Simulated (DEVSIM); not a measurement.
System: abrupt Si n-p junction, at 250 K.

```csv
layer (left to right),material,thickness (μm),Nd (cm⁻³),Na (cm⁻³),τn (s),τp (s)
1,Si,1.20,1.6e17,-,3.7e-7,3.7e-7
2,Si,9.20,-,8.4e16,3.7e-7,3.7e-7
```

Left contact: ohmic. Right contact: ohmic. Voltage is applied to the left contact. Recombination: SRH at mid-gap, radiative, Auger. Mobility is μmin + (μ − μmin)/(1 + (N/Nref)^α).

The device is made up for the run: typed textbook-type constants, with dimensions and the other settings drawn at random. Values at 300 K; Nc and Nv go as T^1.5, mobilities as T to minus their exponent, the gap by Varshni's rule with the affinity fixed.

| parameter | Si |
|---|---|
| gap (eV) | 1.124 |
| affinity (eV) | 4.05 |
| permittivity | 11.7 |
| Nc (cm⁻³) | 2.86e19 |
| Nv (cm⁻³) | 3.1e19 |
| μn (cm²/Vs) | 1417 |
| μp (cm²/Vs) | 470 |
| μn,min | 52 |
| μp,min | 45 |
| Nref,n | 9.7e16 |
| Nref,p | 2.2e17 |
| αn | 0.68 |
| αp | 0.72 |
| T exponent of μn | 2.3 |
| T exponent of μp | 2.2 |
| B (cm³/s) | 4.7e-15 |
| Cn (cm⁶/s) | 2.8e-31 |
| Cp (cm⁶/s) | 9.9e-32 |
| Varshni α (eV/K) | 0.000473 |
| Varshni β (K) | 636 |

Model (solved in DEVSIM): 1D drift-diffusion, Boltzmann statistics, complete ionisation; no tunnelling, impact ionisation, image-force lowering or self-heating.

Task: Tabulate band edges, carrier densities and field at -0.9 V on the left contact.

Result: Energies count from the Fermi level of the right contact; mesh points crowd at the junctions.

| x (μm) | Ec (eV) | Ev (eV) | n (cm⁻³) | p (cm⁻³) | field (V/cm) |
|---|---|---|---|---|---|
| 0.000 | 1.006 | -0.130 | 1.6e17 | < 1e2 | -27 |
| 0.02765 | 1.006 | -0.130 | 1.6e17 | 3.9e14 | -27 |
| 0.08158 | 1.006 | -0.131 | 1.6e17 | 1.1e15 | -27 |
| 0.1993 | 1.005 | -0.131 | 1.6e17 | 2.7e15 | -26 |
| 0.5491 | 1.004 | -0.132 | 1.7e17 | 7.4e15 | -25 |
| 0.8910 | 1.004 | -0.133 | 1.7e17 | 1.2e16 | -24 |
| 1.060 | 1.003 | -0.133 | 1.7e17 | 1.4e16 | -23 |
| 1.163 | 1.003 | -0.133 | 1.7e17 | 1.5e16 | 320 |
| 1.196 | 1.015 | -0.121 | 1.0e17 | 2.7e16 | 13000 |
| 1.217 | 1.040 | -0.096 | 3.1e16 | 8.8e16 | 4400 |
| 1.264 | 1.044 | -0.092 | 2.5e16 | 1.1e17 | 17 |
| 1.410 | 1.044 | -0.092 | 2.5e16 | 1.1e17 | -27 |
| 1.683 | 1.043 | -0.093 | 2.4e16 | 1.1e17 | -27 |
| 2.229 | 1.042 | -0.094 | 2.3e16 | 1.1e17 | -28 |
| 4.083 | 1.037 | -0.099 | 2.0e16 | 1.0e17 | -30 |
| 6.944 | 1.028 | -0.108 | 1.3e16 | 9.7e16 | -33 |
| 8.748 | 1.021 | -0.115 | 6.8e15 | 9.1e16 | -37 |
| 9.649 | 1.018 | -0.118 | 3.3e15 | 8.7e16 | -40 |
| 10.13 | 1.016 | -0.120 | 1.2e15 | 8.5e16 | -42 |
| 10.29 | 1.015 | -0.121 | 5.2e14 | 8.5e16 | -43 |
| 10.36 | 1.015 | -0.121 | 1.9e14 | 8.4e16 | -43 |
| 10.40 | 1.015 | -0.121 | < 1e2 | 8.4e16 | -43 |
